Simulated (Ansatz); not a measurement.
Given:

```yaml
crystal:
  lattice:
    - [2.83614, 0.00000, 0.00000]
    - [1.41807, 2.45617, 0.00000]
    - [0.00000, 0.00000, 4.27790]
  atoms:
    - { symbol: Os, position: [0.33333, 0.33333, 0.75000] }
    - { symbol: Os, position: [0.66667, 0.66667, 0.25000] }
```

No spin polarisation.

Method: PBE in Ansatz (plane waves to 420 eV, PAW, scalar-relativistic without spin-orbit coupling), earlier PAW set. Γ-centred 24×24×13 mesh, Fermi–Dirac width 0.1 eV.

**Question.** Estimate the pressure (mean of the normal stresses, compression positive).

**Answer.** -13.6 GPa.

**Question.** Predict the band gap.

**Answer.** Zero.

The cells carry an imposed strain or load. Stability against distortions was not tested. All final runs are without spin polarisation. The cell was made from Os in the hcp (Mg type) structure (space group P6_3/mmc, No. 194) by this change: biaxial strain +2.97 %, plane normal [001], relaxed out of plane.

Ansatz is a quantum-chemistry and plane-wave program.
